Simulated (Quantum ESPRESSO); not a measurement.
## Quick settings and what they miss: Zr2Rh (Ibam, 6 atoms in the cell)

Self-consistent single point.

```
CELL_PARAMETERS angstrom
     -3.28120     3.29055     2.87704
      3.28120    -3.29055     2.87704
      3.28120     3.29055    -2.87704
ATOMIC_POSITIONS crystal
  Zr 0.83194 0.16795 0.99989
  Zr 0.16806 0.83205 0.00011
  Zr 0.66806 0.66795 0.33601
  Zr 0.33194 0.33205 0.66399
  Rh 0.25000 0.75000 0.50000
  Rh 0.75000 0.25000 0.50000
```

Method of the run: PBEsol, GBRV 1.5 ultrasoft (PBESOL) pseudopotentials (plane waves; Quantum ESPRESSO).

Base settings: ecutwfc = 40 Ry; ecutrho = 320 Ry; occupations = smearing; smearing = mp; degauss = 0.0073499 Ry; potentials = {Zr: zr_pbesol_v1.uspp.F.UPF, Rh: rh_pbesol_v1.4.uspp.F.UPF}; K_POINTS = automatic 5 5 5 0 0 0; conv_thr = 1e-11 Ry; mixing_beta = 0.3.

Tight run (finer mesh or higher cutoff; not a proven limit): ecutwfc: 40 Ry → 56 Ry; ecutrho: 320 Ry → 448 Ry; conv_thr: 1e-11 Ry → 7.3e-11 Ry; K_POINTS: automatic 5 5 5 0 0 0 → automatic 7 7 7 0 0 0. It gave Fermi level (on the code's own zero) 15.00 eV; pressure -9.02 GPa; largest force (vector length) 0.130 eV/Å.

Quick runs, as changes from the base:
- A: the base itself
- B: ecutwfc: 40 Ry → 20 Ry; ecutrho: 320 Ry → 160 Ry; smearing: mp → fd; degauss: 0.0073499 Ry → 0.0147 Ry; pseudopotentials: {Zr: zr_pbesol_v1.uspp.F.UPF, Rh: rh_pbesol_v1.4.uspp.F.UPF} → {Zr: zr_lda_v1.uspp.F.UPF, Rh: rh_lda_v1.4.uspp.F.UPF}; K_POINTS: automatic 5 5 5 0 0 0 → automatic 2 2 2 0 0 0 [LDA (PZ)]
- C: ecutwfc: 40 Ry → 24 Ry; ecutrho: 320 Ry → 192 Ry; smearing: mp → gauss; degauss: 0.0073499 Ry → 0.019992 Ry; conv_thr: 1e-11 Ry → 7.3e-06 Ry; K_POINTS: automatic 5 5 5 0 0 0 → automatic 3 3 3 0 0 0
- D: ecutwfc: 40 Ry → 24 Ry; ecutrho: 320 Ry → 192 Ry; smearing: mp → gauss; degauss: 0.0073499 Ry → 0.0147 Ry; K_POINTS: automatic 5 5 5 0 0 0 → automatic 6 6 6 0 0 0
- E: ecutwfc: 40 Ry → 32 Ry; ecutrho: 320 Ry → 256 Ry; smearing: mp → fd; degauss: 0.0073499 Ry → 0.036749 Ry; K_POINTS: automatic 5 5 5 0 0 0 → automatic 2 2 2 1 1 1

Energies are extrapolated to zero smearing width, which holds to low order in the width alone (under cold and Methfessel-Paxton smearing the free energy itself is taken).

Dashes: energy of B, another energy zero; pressure of C, not trusted under this conv_thr with d or f elements; time of C, under 30 s.

† marks runs with another functional, U, potentials or spin treatment: their distance from the tight run is not a convergence error alone.

The count of work is k-points × plane waves × bands × iterations; it is no time. Core times come from one kind of shared machine and are given to one figure; runs under 30 s give none.

The starting cell comes from a database of computed structures (which also holds hypothetical and non-ambient phases and stackings), without a prior relaxation at this level. Its lattice was rescaled by a random factor within 2.5 % of one. Spin polarisation is off. In the base run, with a pressure of about -9 GPa the cell is away from its equilibrium volume at this level.

```tsv
run	energy less tight (meV/atom)	pressure less tight (GPa)	largest miss in a force vector (eV/Å)	count of work / tight	core time / tight (rough)
A	4.0	-0.44	0.048	0.29	0.4
B†	–	-205.26	0.009	0.022	0.07
C	2370.4	–	0.091	0.024	–
D	2366.4	-87.31	0.029	0.25	0.3
E	134.9	-6.48	0.072	0.039	0.1
```

Among the runs at the tight run's level, the energy misses run from 4.0 to 2370.4 meV/atom.

Left out of this page: 1 run of the series outside the window shown, repeating another row's setting, or not comparable.
